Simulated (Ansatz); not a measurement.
A self-consistent single point of CdS (F-43m, 2 atoms in the cell) with Ansatz (a quantum-chemistry and plane-wave program).

Computed with PBE (plane waves, PAW; Ansatz).

The change in words: lattice scaled by 0.98. Reference geometry:
```
CdS
1.0
    0.00000     2.95502     2.95502
    2.95502     0.00000     2.95502
    2.95502     2.95502     0.00000
Cd S
1 1
Direct
  0.00000   0.00000   0.00000
  0.25000   0.25000   0.25000
```

Reference input (self-consistent single point, DFT, PBE, plane waves, default PAW files): basis.ecutwfc = 420 eV; kpoints.mp_grid.grid = 7 7 7; hamiltonian.xc = pbe; hamiltonian.pseudopotentials = {kind: paw} (the program's default PAW files); scf.occupations.method = fixed. This run's input differs from it in these lines:

Ansatz 0.2 input:
```diff
@@ -3,8 +3,8 @@
   lattice:
-    - [0.000000, 2.955021, 2.955021]
-    - [2.955021, 0.000000, 2.955021]
-    - [2.955021, 2.955021, 0.000000]
+    - [0.000000, 2.895921, 2.895921]
+    - [2.895921, 0.000000, 2.895921]
+    - [2.895921, 2.895921, 0.000000]
   atoms:
     - { symbol: Cd, position_ang: [0.000000, 0.000000, 0.000000] }
-    - { symbol: S, position_ang: [1.477510, 1.477510, 1.477510] }
+    - { symbol: S, position_ang: [1.447960, 1.447960, 1.447960] }
 basis:
```

The program printed (abridged):

```
SCF iter   1: F=—  HF=-9157.783318 eV  |F-HF|=—  |Δ(HF+E_count)|=         —  Δρ=5.91e-4  dr2=1.83e-4  ethr=1.77e-3  ⟨swp⟩=4.8  Hψ=1464  notcnv=0  defer=37
all-band conjugate gradients solve this SCF's bands
preconditioner: auto → none
SCF iter   2: F=—  HF=-9157.784024 eV  |F-HF|=—  |Δ(HF+E_count)|=   7.06e-4  Δρ=3.26e-4  dr2=3.00e-5  ethr=7.03e-7  ⟨swp⟩=2.6  Hψ=821  notcnv=0  defer=37
SCF iter   3: F=—  HF=-9157.784025 eV  |F-HF|=—  |Δ(HF+E_count)|=   3.63e-7  Δρ=1.16e-4  dr2=2.89e-6  ethr=1.15e-7  ⟨swp⟩=2.2  Hψ=547  notcnv=0  defer=37
SCF iter   4: F=—  HF=-9157.784046 eV  |F-HF|=—  |Δ(HF+E_count)|=   2.13e-5  Δρ=2.99e-5  dr2=2.23e-7  ethr=1.11e-8  ⟨swp⟩=2.0  Hψ=520  notcnv=0  defer=37
iter 5 did not close the SCF: its close was put off for the readings that it lacked (scf_convergence_deferred on its scf_iter line)
SCF iter   5: F=-9157.784048 eV  HF=-9157.784047 eV  |F-HF|=5.04e-8  |Δ(HF+E_count)|=   1.57e-6  Δρ=7.26e-6  dr2=3.59e-8  ethr=8.58e-10  ⟨swp⟩=2.0  Hψ=520  notcnv=0  defer=37
SCF iter   6: F=-9157.784048 eV  HF=-9157.784048 eV  |F-HF|=2.19e-9  |Δ(HF+E_count)|=   6.51e-8  Δρ=3.51e-6  dr2=3.88e-9  ethr=1.38e-10  ⟨swp⟩=5.1  Hψ=1567  notcnv=0
SCF 1 converged in 6 iterations: F = -9157.784048 eV  dr2 = 3.88e-9
Free energy (F): -9157.784048 eV
Internal energy: -9157.784048 eV  (E = F + TS)
E sigma→0 (E₀):  -9157.784048 eV
Fermi energy:    7.215398 eV
--- Forces (eV/Å), atoms counted from 1 ---
  atom   1  Cd     0.00000000     0.00000000    -0.00000000
  atom   2  S     -0.00000000     0.00000000    -0.00000000
--- Stress (GPa, compression-positive) ---
        4.320997       0.000000      -0.000000
       -0.000000       4.320997       0.000000
       -0.000000       0.000000       4.320997
  P = ⅓ Tr σ = 4.3210 GPa (43.210 kbar)
  The stress holds the Pulay correction. Without it, at fixed plane waves, as pw.x and ABINIT print it: P = 4.2833 GPa
```

The run converged in 6 iterations. Against the reference run the free energy goes up by 21.7 meV/atom, the pressure goes from 0.46 to 4.32 GPa and the gap on the mesh goes from 1.060 to 1.190 eV.

The starting cell comes from a database of computed structures (which also holds hypothetical and non-ambient phases and stackings), without a prior relaxation at this level. Its lattice was rescaled by a random factor within 2.5 % of one. For this run, on top of that: lattice scaled by 0.98. With a pressure of about 4 GPa the cell is away from its equilibrium volume at this level. Ansatz's pressure includes its estimate of the finite-basis (Pulay) stress.
